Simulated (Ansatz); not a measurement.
Structures of equal composition on the (110) surface of germanium: B on one of 2 atoms of the third shell, Cl on every dangling bond; B on one of 2 atoms under the surface, Cl on every dangling bond. The slabs share one bottom face, and each structure is named by its start. These are constructed structures in small cells; real faces may alloy, dewet or reconstruct in larger ones, and not all known structures of the face are among them. Slabs of about 16 Å with all that they carry, Fermi-Dirac smearing of 0.025 eV. Bottom of the slabs: built like the top, H on every dangling bond, free. Relaxed from the named starts with such symmetry as they have, on meshes of like density; energies extrapolated to zero smearing; no spin-orbit coupling, no U. Spin-polarised runs, if any, are marked in brackets, and their order is one that fits the cell; the others ran without spin. Where a second, spin-polarised start was run, the lower counts.

All values below come from PBE (plane waves to 420 eV, PAW; Ansatz, an electronic-structure program).

Rank these by energy per 1x1 cell (lowest first), as PBE gives it.

B on one of 2 atoms under the surface, Cl on every dangling bond (0.000 eV (like top atoms buckled by 0.5 Å) [spin start, no net moment], no gap over 0.04 eV on the mesh), B on one of 2 atoms of the third shell, Cl on every dangling bond (0.211 eV (like top atoms buckled by 0.6 Å) [spin start, no net moment], no gap over 0.04 eV on the mesh)
